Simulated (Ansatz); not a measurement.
End structure of a constructed model of the (111)A surface of zinc-blende InAs, In-terminated, 2x2 Al adatom at H3 (bottom of the slab: 3 H on 4 bottom sites):

```xyz
36
Lattice="8.7479 0.0000 0.0000 -4.3739 7.5759 0.0000 0.0000 0.0000 30.5000" Properties=species:S:1:pos:R:3 pbc="T T T"
As     0.0388    -0.0206     9.9179
As     4.3352    -0.0223     9.9177
As    -2.1855     3.8318     9.9179
As     2.1857     3.7872     9.2949
In     2.1881     1.4828    10.6028
In     6.5599     1.2620    10.6102
In     0.1912     4.9415    10.6028
In     4.1848     4.9414    10.5922
As     2.1870     1.2626    13.2793
As     6.5609     1.2626    13.2793
As     0.0000     5.0506    13.2793
As     4.3739     5.0506    13.2793
In     0.0000     2.5253    14.1722
In     4.3739     2.5253    14.1722
In    -2.1870     6.3132    14.1722
In     2.1870     6.3132    14.1722
As    -0.0016     2.5244    16.8298
As     4.3753     2.4902    16.8674
As    -2.1552     6.3316    16.8650
As     2.1572     6.3319    16.8674
In    -0.0010     0.0023    17.6918
In     4.3780     0.0024    17.9183
In    -2.1855     3.7859    17.6918
In     2.1852     3.7869    17.6864
As     0.0037     0.0720    20.3652
As     4.3779     0.0023    20.7498
As    -2.1228     3.7552    20.3652
As     2.1237     3.7514    20.3611
In     2.1483     1.2882    21.5875
In     6.6074     1.2895    21.5883
In     0.0028     5.0044    21.5875
In     4.3732     5.0502    20.6393
H     -0.0230     0.0092     8.3919
H      4.3980     0.0139     8.3922
H     -2.1905     3.7634     8.3919
Al     0.0067     2.5291    22.9647
```

Slab: 36 atoms, 14.2 Å thick at the start with caps and adatoms; k 3x3x1, smearing 0.025 eV, dipole-corrected; 8 atoms held, the rest relaxed; symmetry of the start imposed; no spin (no spin-polarised run to compare, though such a face may carry moments), no spin-orbit, no U. The slab shows no gap over 0.04 eV on its mesh. In PBE it lies 0.03 eV a 1x1 cell over the lowest computed structure of the same composition (2x2 Al adatom at T4).

Question: What work function of the top face does Ansatz (a quantum-chemistry and plane-wave program) with PBE give?

Answer: 4.11 eV
